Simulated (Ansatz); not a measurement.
Levels about the gap of amorphous Hf$_{18}$O$_{35}$F (54 atoms in a cell of 699 Å³, 9.00 g/cm³; zone centre alone, so wide bands show as single levels with stretches between that a denser mesh fills), at the geometry that PBE relaxed, where it gives -0.3 GPa on a denser mesh. The participation number counts the atoms over which a state spreads; weights are charges in smoothed Voronoi cells. The levels come from a single point, so bond lengths are those of that geometry. Method of the levels: PBE, scalar-relativistic without spin-orbit coupling (Ansatz, a first-principles code). Sampling: the zone centre alone; Fermi-Dirac width 0.02 eV; collinear spin, started from a total moment of 1 μB (at the end a net moment of 1.0 μB). The usual formal charges leave 1 electrons over, so the level spacing at the Fermi energy parts defect or band states and needn't be the band gap. In the spin-polarised cell the level spacing at the Fermi energy can part levels of unlike spin.

A CHGNet melt-quench gave the starting glass, which DFT then relaxed. O and F atoms were pushed apart under 1.9 Å during the dynamics, to hinder bonds among them. The hot cell started wider than the set density and was brought back towards it in steps. It is the lowest in DFT energy of 2 quenches. It is a model cell: composition and starting density were chosen by hand, and all elements were melted together. No dispersion term was used. Its density started from a set value of 9.00 and ended at 9.00 g/cm³. The quench (nominally 450 K/ps over its main leg) was far faster than any real one, so the model tends to hold more defects than a real film. Values belong to this one cell and scatter from quench to quench. The volume was held where the preparation left it, at a PBE pressure of -0.3 GPa (tension). Stress components on the final sampling reach 2.1 GPa. On a 2×2×2 Γ-centred mesh force components of up to 0.19 eV/Å stay, since the relaxation ran on the zone centre alone.

```json
[
 {"E - E(highest filled), eV": "-3.01", "filling": "filled", "spin": "up", "participation number": "11.8", "largest on": "O, 3 neighbours", "weight O": "0.95", "weight Hf": "0.05", "weight F": "0.00"},
 {"E - E(highest filled), eV": "-3.00", "filling": "filled", "spin": "dn", "participation number": "12.0", "largest on": "O, 3 neighbours", "weight O": "0.95", "weight Hf": "0.05", "weight F": "0.00"},
 {"E - E(highest filled), eV": "-2.89", "filling": "filled", "spin": "up", "participation number": "11.6", "largest on": "O, 3 neighbours", "weight O": "0.96", "weight Hf": "0.04", "weight F": "0.00"},
 {"E - E(highest filled), eV": "-2.89", "filling": "filled", "spin": "dn", "participation number": "11.4", "largest on": "O, 3 neighbours", "weight O": "0.96", "weight Hf": "0.04", "weight F": "0.00"},
 {"E - E(highest filled), eV": "-2.87", "filling": "filled", "spin": "up", "participation number": "8.0", "largest on": "O, 2 neighbours", "weight O": "0.95", "weight Hf": "0.05", "weight F": "0.00"},
 {"E - E(highest filled), eV": "-2.87", "filling": "filled", "spin": "dn", "participation number": "8.1", "largest on": "O, 2 neighbours", "weight O": "0.95", "weight Hf": "0.05", "weight F": "0.00"},
 {"E - E(highest filled), eV": "0.00", "filling": "filled", "spin": "up", "participation number": "8.9", "largest on": "Hf, 7 neighbours", "weight O": "0.41", "weight Hf": "0.57", "weight F": "0.03"},
 {"E - E(highest filled), eV": "0.64", "filling": "empty", "spin": "dn", "participation number": "19.3", "largest on": "Hf, 6 neighbours", "weight O": "0.42", "weight Hf": "0.56", "weight F": "0.02"},
 {"E - E(highest filled), eV": "0.96", "filling": "empty", "spin": "up", "participation number": "20.5", "largest on": "Hf, 6 neighbours", "weight O": "0.38", "weight Hf": "0.61", "weight F": "0.01"},
 {"E - E(highest filled), eV": "1.06", "filling": "empty", "spin": "dn", "participation number": "19.2", "largest on": "Hf, 5 neighbours", "weight O": "0.37", "weight Hf": "0.63", "weight F": "0.01"},
 {"E - E(highest filled), eV": "1.10", "filling": "empty", "spin": "up", "participation number": "17.6", "largest on": "Hf, 6 neighbours", "weight O": "0.37", "weight Hf": "0.63", "weight F": "0.01"},
 {"E - E(highest filled), eV": "1.17", "filling": "empty", "spin": "dn", "participation number": "21.1", "largest on": "Hf, 6 neighbours", "weight O": "0.40", "weight Hf": "0.59", "weight F": "0.01"},
 {"E - E(highest filled), eV": "1.20", "filling": "empty", "spin": "up", "participation number": "24.0", "largest on": "Hf, 6 neighbours", "weight O": "0.39", "weight Hf": "0.61", "weight F": "0.00"},
 {"E - E(highest filled), eV": "1.23", "filling": "empty", "spin": "up", "participation number": "20.0", "largest on": "Hf, 7 neighbours", "weight O": "0.44", "weight Hf": "0.56", "weight F": "0.00"}
]
```

Most localised among these is the filled level at -2.87 eV, on a O atom, which has 2 neighbours (Hf 2.00 Å, Hf 2.01 Å).
